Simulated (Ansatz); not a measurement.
Effect of pressure 10 GPa on LaFeO3

The reference is LaFeO$_{3}$ in the cubic perovskite structure (space group Pm-3m, No. 221; a = 3.8087 Å; ferromagnetic).

Now apply this change: cell and atoms relaxed at a pressure of 10 GPa.

Computed with Ansatz (a program for electronic structure), PBEsol, PAW, cutoff 420 eV, spin-orbit coupling left out. Γ-centred 12×12×12 mesh, Fermi–Dirac width 0.05 eV.

```tsv
quantity	base	changed	shift
shortest interatomic distance	1.904 Å	1.871 Å	-0.033 Å
enthalpy H = E + PV relative to the base's energy	–	+0.67 eV/atom	–
band gap	zero	zero	–
magnetic state	ferromagnetic	ferromagnetic	–
largest site moment	2.36 μB	2.04 μB	-0.32 μB
```

Final structure:

```
CELL_PARAMETERS angstrom
      3.74273     0.00000     0.00000
      0.00000     3.74273     0.00000
      0.00000     0.00000     3.74273
ATOMIC_POSITIONS crystal
  La 0.00000 0.00000 0.00000
  Fe 0.50000 0.50000 0.50000
  O  0.50000 0.50000 0.00000
  O  0.00000 0.50000 0.50000
  O  0.50000 0.00000 0.50000
```

Load acts through the strain it causes; cell and atoms are relaxed under it. No phonon test of stability was made. No other phases were tried under pressure. No Hubbard U is applied and the magnetic state is the run's own (LaFeO3 ferromagnetic); small cells can't hold the antiferromagnetic order that many such compounds have, so gaps and moments can be off. Many cubic perovskites are stable only at high temperature; tilts and polar distortions were not tested. In its common phase, real LaFeO3 is an antiferromagnetic insulator at low temperature.
